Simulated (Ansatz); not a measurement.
The starting structures come from a database of crystals and need not be the phases stable at ambient conditions.

 Where the default PAW files enter, the runs use the earlier of Ansatz's two default sets.

Inside the gap of an insulator the Bloch states are evanescent, with a wavenumber k + iκ along the transport direction.

Consider the following.

```
PbFI
1.0
    4.21234     0.00000     0.00000
    0.00000     4.21234     0.00000
    0.00000     0.00000     8.95129
Pb I F
2 2 2
Direct
  0.00000   0.50000   0.83563
  0.50000   0.00000   0.16437
  0.50000   0.00000   0.66067
  0.00000   0.50000   0.33933
  0.00000   0.00000   0.00000
  0.50000   0.50000   0.00000
```

Space group of this cell: P4/nmm. The cell was relaxed by PBE-D3(BJ).

Transport runs along the normal of the first two printed cell vectors, the (001) plane of the conventional cell.

The gap is the functional's own. No spin-orbit coupling. Mid-gap values are interpolated on the energy grid.

Problem. Give the band gap and the smallest decay constant κ at mid-gap that Ansatz (a first-principles code) with r2SCAN yields.

Solution. Gap 2.21 eV on a 8×8×4 mesh; κ = 0.326 1/Å, at the zone centre.
